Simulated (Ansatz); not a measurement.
Take ZrN in the rock salt structure (space group Fm-3m, No. 225; a = 4.553 Å; relaxed with 0.1 eV smearing) as the base. Axes: x, y, z lie along the cube axes.

Computed with plane-wave PAW DFT at the PBEsol level (Ansatz, a quantum-chemistry and plane-wave program, 420 eV), spin-orbit coupling left out, earlier PAW set.

A first run, uniaxial strain ε_yy = +2.16 %, gives secant values C11 ≈ 510 GPa and C12 ≈ 110 GPa from its stress. A second run applies isotropic strain +2.01 %.

Question: What does linear elasticity predict for the bulk modulus −ΔP/(ΔV/V₀) in the second run, and what does the run give?

Answer: Linear elasticity: (C11 + 2 C12)/3 = 240 GPa. The run gives 230 GPa; any difference comes from nonlinear terms at these strains and numerical noise.

No phonon test of stability was made. The final runs are not spin-polarised.
